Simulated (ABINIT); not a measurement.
**Input and output of a self-consistent single point for LaCu2Ge2 (I4/mmm, 5 atoms in the cell) (ABINIT)**

Level of theory: LDA (PW92), PAW (JTH v2.0 LDA PAW) (plane waves; ABINIT 10.0.3).

The input file:

```
# La(CuGe)2, JTH v2.0 LDA PAW
pp_dirpath "./"
pseudos "La.LDA_PW-JTH.xml, Cu.LDA_PW-JTH.xml, Ge.LDA_PW-JTH.xml"
acell 3*1.0 Angstrom
rprim
        -2.1103950000    2.1103950000    5.0661750000
         2.1103950000   -2.1103950000    5.0661750000
         2.1103950000    2.1103950000   -5.0661750000
natom 5
ntypat 3
znucl 57 29 32
typat 1 2 2 3 3
xcart
         0.0000000000    0.0000000000    0.0000000000
         3.9880685648   -0.0000000000    4.7868416247
         0.0000000000    3.9880685648    4.7868416247
         0.0000000000   -0.0000000000   11.9874002703
         0.0000000000   -0.0000000000    7.1599662286
ecut 816 eV
pawecutdg 1633 eV
pawxcdev 0
ixc 7
occopt 7
tsmear 0.00183747
nband 49
kptopt 1
ngkpt 7 7 7
nshiftk 1
shiftk 0 0 0
nstep 60
tolvrs 1.0e-11
prtwf 0
prtden 0
enunit 1
```

Log, with long lists cut:

```
 Symmetries : space group I4/m m m (#139); Bravais tI (body-center tetrag.)

 -outvars: echo values of preprocessed input variables --------
            acell      1.8897261329E+00  1.8897261329E+00  1.8897261329E+00 Bohr
             ecut      2.99874495E+01 Hartree
           enunit           1
              ixc           7
         kptrlatt        7    0    0      0    7    0      0    0    7
          kptrlen      5.58329602E+01
            natom           5
            nband          49
            ngfft          60      60      60
          ngfftdg          80      80      80
             nkpt          40
            nstep          60
             nsym          16
           ntypat           3
           occopt           7
        pawecutdg      6.00116484E+01 Hartree
         pawxcdev           0
            rprim     -2.1103950000E+00  2.1103950000E+00  5.0661750000E+00
                       2.1103950000E+00 -2.1103950000E+00  5.0661750000E+00
                       2.1103950000E+00  2.1103950000E+00 -5.0661750000E+00
          spgroup         139
           tolvrs      1.00000000E-11
           tsmear      1.83747000E-03 Hartree
            typat      1  2  2  3  3
           useylm           1
             xred      0.0000000000E+00  0.0000000000E+00  0.0000000000E+00
                       2.5000000000E-01  7.5000000000E-01  5.0000000000E-01
                       7.5000000000E-01  2.5000000000E-01  5.0000000000E-01
                       6.2605999945E-01  6.2605999945E-01  0.0000000000E+00
                       3.7394000055E-01  3.7394000055E-01  0.0000000000E+00
            znucl       57.00000   29.00000   32.00000

== DATASET  1 ==================================================================

 Exchange-correlation functional for the present dataset will be:
  LDA: Perdew-Wang 92 LSD fit to Ceperley-Alder data - ixc=7
 Citation for XC functional:
  J.P.Perdew and Y.Wang, PRB 45, 13244 (1992)

 Real(R)+Recip(G) space primitive vectors, cartesian coordinates (Bohr,Bohr^-1):
 R(1)= -3.9880686  3.9880686  9.5736833  G(1)=  0.0000000  0.1253740  0.0522265
 R(2)=  3.9880686 -3.9880686  9.5736833  G(2)=  0.1253740  0.0000000  0.0522265
 R(3)=  3.9880686  3.9880686 -9.5736833  G(3)=  0.1253740  0.1253740  0.0000000
 Unit cell volume ucvol=  6.0906590E+02 bohr^3
 Angles (23,13,12)=  1.37932902E+02  1.37932902E+02  6.10057780E+01 degrees

 Coarse grid specifications (used for wave-functions):

 getcut: wavevector=  0.0000  0.0000  0.0000  ngfft=  60  60  60
         ecut(hartree)=     29.987   => boxcut(ratio)=   2.19097

 Fine grid specifications (used for densities):

 getcut: wavevector=  0.0000  0.0000  0.0000  ngfft=  80  80  80
         ecut(hartree)=     60.012   => boxcut(ratio)=   2.06491

   1.35054511E+04                                ecore*ucvol(ha*bohr**3)

_setup2: Arith. and geom. avg. npw (full set) are    4776.434    4776.425

--- !BeginCycle
solver: {iscf: 17, nstep: 60, nline: 4, wfoptalg: 10, }
tolerances: {tolvrs: 1.00E-11, }
...

     iter   Etot(hartree)      deltaE(h)  residm     nres2
 ETOT  1  -613.80671560969    -6.138E+02 5.972E+01 2.260E+03
 ETOT  2  -625.68369860621    -1.188E+01 2.001E+00 2.517E+03
 ETOT  3  -620.50800976213     5.176E+00 1.063E+01 9.197E+02
 ETOT  4  -620.64828647167    -1.403E-01 3.735E-01 4.718E+02
 ETOT  5  -620.55736026140     9.093E-02 1.472E-01 1.371E+02
 ETOT  6  -620.47523235326     8.213E-02 6.319E-02 1.156E+02
   [... 20 lines left out ...]
 ETOT 27  -620.14573861306    -1.501E-11 1.871E-03 6.445E-09
 ETOT 28  -620.14573861305     4.093E-12 1.433E-03 3.787E-10
 ETOT 29  -620.14573861305     2.274E-12 7.676E-04 7.746E-11
 ETOT 30  -620.14573861305    -6.821E-13 4.849E-04 1.679E-11
 ETOT 31  -620.14573861305     5.684E-13 5.129E-04 1.025E-12

 At SCF step   31       nres2   =  1.03E-12 < tolvrs=  1.00E-11 =>converged.

 Cartesian components of stress tensor (hartree/bohr^3)
  sigma(1 1)=  1.97534876E-04  sigma(3 2)=  0.00000000E+00
  sigma(2 2)=  1.97534876E-04  sigma(3 1)=  0.00000000E+00
  sigma(3 3)=  1.76553006E-04  sigma(2 1)=  0.00000000E+00

 ----iterations are completed or convergence reached----

 reduced coordinates (array xred) for    5 atoms
       0.000000000000      0.000000000000      0.000000000000
       0.250000000000      0.750000000000      0.500000000000
       0.750000000000      0.250000000000      0.500000000000
       0.626059999449      0.626059999449      0.000000000000
       0.373940000551      0.373940000551      0.000000000000
 cartesian forces (eV/Angstrom) at end:
    1     -0.00000000000000    -0.00000000000000    -0.00000000000000
    2     -0.00000000000000    -0.00000000000000    -0.00000000000000
    3     -0.00000000000000    -0.00000000000000     0.00000000000000
    4      0.00000000000000    -0.00000000000000     0.15799801699994
    5      0.00000000000000     0.00000000000000    -0.15799801699994
 frms,max,avg= 5.7692719E-02 1.5799802E-01   0.000E+00  0.000E+00  0.000E+00 e/A
 length scales=  1.889726132886  1.889726132886  1.889726132886 bohr
              =  1.000000000000  1.000000000000  1.000000000000 angstroms
 Fermi (or HOMO) energy (eV) =   7.19968   Average Vxc (eV)= -11.23263
 Eigenvalues (   eV  ) for nkpt=  40  k points:
 kpt#   1, nband= 49, wtk=  0.00292, kpt=  0.0000  0.0000  0.0000 (reduced coord)
-104.94484 -104.94396  -62.77437  -62.77298  -62.75858  -62.75858  -62.75074  -62.75074
 -25.19622  -17.10749  -17.04134  -17.04134  -16.97930  -16.97930  -16.97118  -16.96546
 -16.96277  -16.94936  -16.94069   -8.96559   -8.79195   -8.79195   -3.78503   -0.21471
   1.69322    3.35585    3.35585    3.48823    4.03768    4.03768    4.19379    4.19513
   4.38171    4.52370    4.75033    5.35865    5.35865    6.66184    7.90885    7.90885
   8.45693    9.50483    9.58527    9.58527    9.59066   10.19791   10.19791   10.22517
  11.12756
 prteigrs : prtvol=0 or 1, do not print more k-points.

--- !EnergyTerms
comment             : Components of total free energy in Hartree
kinetic             :  4.51414512071789E+01
hartree             :  1.68204811134663E+02
xc                  : -2.06483225439146E+01
Ewald energy        : -3.31912510645121E+02
psp_core            :  2.21740391716939E+01
local_psp           : -4.35714413968928E+02
spherical_terms     : -6.73906389752257E+01
internal            : -6.20145584619654E+02
'-kT*entropy'       : -1.53836864449726E-04
total_energy        : -6.20145738456518E+02
total_energy_eV     : -1.68750237382835E+04
...

-Cartesian components of stress tensor (GPa)         [Pressure= -5.6059E+00 GPa]
- sigma(1 1)=  5.81167573E+00  sigma(3 2)=  0.00000000E+00
- sigma(2 2)=  5.81167573E+00  sigma(3 1)=  0.00000000E+00
- sigma(3 3)=  5.19436790E+00  sigma(2 1)=  0.00000000E+00

 Calculation completed.
```

The run converged in 31 iterations.

The starting cell comes from a database of computed structures (which also holds hypothetical and non-ambient phases and stackings), without a prior relaxation at this level. Spin polarisation is off. With a pressure of about -6 GPa the cell is away from its equilibrium volume at this level.

Cost on one core of a shared machine: roughly 20 min.
